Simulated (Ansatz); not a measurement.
Defect: Cd vacancy in wurtzite CdSe, charge state -2. Level of theory: PBE, PAW (plane waves to 420 eV; Ansatz, a quantum-chemistry and plane-wave program).

Cell of 72 host sites held at the relaxed PBE lattice; one k-point at (0.125, 0.250, 0.250); Fermi-Dirac width 0.01 eV, spin-restricted; finite-size errors left in. Energies are static. The charge state is imposed; whether it is stable for some Fermi level was not computed. Forms of the defect that were not tried may lie lower.

Barriers: single points on a 2×2×2 k-point mesh shifted by half a step along c at the bands' geometries.

The step: a nearby Cd atom hops onto the vacant site. Atoms about the jump, Cartesian Å from the middle of the jump, before and after:

```json
[
 {"atom": "Cd1", "x0": "1.05", "y0": "-1.80", "z0": "0.00", "x1": "-1.05", "y1": "1.80", "z1": "0.00"},
 {"atom": "Se2", "x0": "-1.01", "y0": "-0.35", "z0": "-0.74", "x1": "-0.88", "y1": "-0.70", "z1": "-0.76"},
 {"atom": "Se3", "x0": "0.99", "y0": "3.07", "z0": "-0.75", "x1": "1.17", "y1": "3.16", "z1": "-0.81"},
 {"atom": "Se4", "x0": "1.14", "y0": "-1.85", "z0": "2.73", "x1": "1.16", "y1": "-1.85", "z1": "2.54"},
 {"atom": "Se5", "x0": "3.36", "y0": "-0.60", "z0": "-0.81", "x1": "3.19", "y1": "-0.73", "z1": "-0.75"},
 {"atom": "Se6", "x0": "-1.03", "y0": "1.95", "z0": "2.55", "x1": "-1.04", "y1": "1.91", "z1": "2.73"}
]
```

Where do these atoms stand at the saddle point, and how high is it?


```json
[
 {"atom": "Cd1", "x": "0.53", "y": "0.31", "z": "0.45"},
 {"atom": "Se2", "x": "-1.32", "y": "-0.72", "z": "-0.99"},
 {"atom": "Se3", "x": "1.17", "y": "2.93", "z": "-0.72"},
 {"atom": "Se4", "x": "1.12", "y": "-1.67", "z": "2.59"},
 {"atom": "Se5", "x": "3.15", "y": "-0.55", "z": "-0.73"},
 {"atom": "Se6", "x": "-0.92", "y": "1.82", "z": "2.60"}
]
```
It lies 0.98 eV above the start and 0.98 eV above the end. The saddle point's order was not checked.
